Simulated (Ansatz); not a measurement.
A periodic model of amorphous Si36Ge12:

```
CELL_PARAMETERS angstrom
     10.42816     0.22927    -0.10355
      0.22927     9.73163     0.00077
     -0.10355     0.00077    10.52007
ATOMIC_POSITIONS crystal
  Si 0.91980 0.38155 0.84824
  Si 0.79115 0.33299 0.49239
  Si 0.28136 0.71182 0.58346
  Si 0.40916 0.35373 0.16997
  Si 0.29013 0.37094 0.97640
  Si 0.14392 0.90945 0.28548
  Si 0.41933 0.50804 0.84606
  Si 0.91403 0.73950 0.67368
  Si 0.35088 0.74011 0.79821
  Si 0.49527 0.12764 0.19833
  Si 0.48276 0.35383 0.68013
  Si 0.77262 0.10170 0.57962
  Si 0.47504 0.71116 0.24028
  Si 0.25902 0.92953 0.47935
  Si 0.89264 0.01900 0.08307
  Si 0.44852 0.05241 0.41938
  Si 0.96305 0.98331 0.68122
  Si 0.72525 0.28687 0.91150
  Si 0.65620 0.94204 0.45533
  Si 0.01446 0.64980 0.02324
  Si 0.73265 0.71996 0.54092
  Si 0.09790 0.51420 0.35349
  Si 0.39702 0.01511 0.02734
  Si 0.29492 0.83860 0.13122
  Si 0.63261 0.51321 0.93528
  Si 0.77865 0.41003 0.27107
  Si 0.83861 0.62161 0.86911
  Si 0.65875 0.84217 0.24340
  Si 0.35181 0.25467 0.52047
  Si 0.07798 0.58798 0.57398
  Si 0.31102 0.42373 0.36131
  Si 0.17339 0.79515 0.94118
  Si 0.43326 0.60291 0.43741
  Si 0.58145 0.50627 0.15562
  Si 0.07151 0.41333 0.01762
  Si 0.02146 0.71173 0.24367
  Ge 0.61759 0.14865 0.75276
  Ge 0.80895 0.66292 0.32463
  Ge 0.62103 0.50555 0.56387
  Ge 0.96451 0.08283 0.30040
  Ge 0.24454 0.14552 0.87740
  Ge 0.71508 0.18508 0.12483
  Ge 0.99668 0.35355 0.62792
  Ge 0.72913 0.86239 0.02410
  Ge 0.04030 0.01417 0.90412
  Ge 0.00240 0.32964 0.22435
  Ge 0.17157 0.13093 0.62651
  Ge 0.53050 0.92140 0.86103
```

These are PBE, scalar-relativistic without spin-orbit coupling (plane waves to 420 eV, PAW; Ansatz, a quantum-chemistry and plane-wave program) values and carry that method's errors. Neutral PBE cell, which sets geometry, pressure and energy: sampling: a 2×2×2 Γ-centred mesh; Fermi-Dirac width 0.05 eV; no spin polarisation.

A CHGNet melt-quench gave the starting glass, which DFT then relaxed. The hot cell started wider than the set density and was brought back towards it in steps. It is the lowest in DFT energy of 2 quenches. It is a model cell: composition and starting density were chosen by hand, and all elements were melted together. No dispersion term was used. Its density started from a set value of 2.93 and ended at 2.93 g/cm³. Cooling (nominally 52 K/ps over its main leg) ran many orders faster than in experiment, which tends to leave more defects and strain. A cell of this size samples the disorder only roughly. The volume was held where the preparation left it and the shape relaxed.

Problem. Give the pressure, the energy against reference phases and the spacing of the highest filled and lowest empty levels.

Solution. 
The pressure on a 2×2×2 Γ-centred mesh is -2.73 GPa. The largest force and stress component on that mesh (the relaxation ran on one k-point at (1/4, 1/4, 1/4)) is 0.22 eV/Å and 2.8 GPa and the energy relative to silicon + germanium (lowest mix at this level among the phases computed, not always the ambient ones) comes out as 0.275 eV/atom. The gap on a 2×2×2 Γ-centred mesh (PBE) is within the smearing (under twice its width).

The levels at the Fermi energy are partly filled. A closed spacing in one fast-quenched cell at PBE doesn't show the material to be a metal.

Bonds are counted up to Si-Si 2.70 Å, Si-Ge 2.80 Å, Ge-Ge 2.85 Å.

A PBE run started with 1 μB on atoms that lack a bond or may hold spare charge lost its moments; other starts weren't tried.
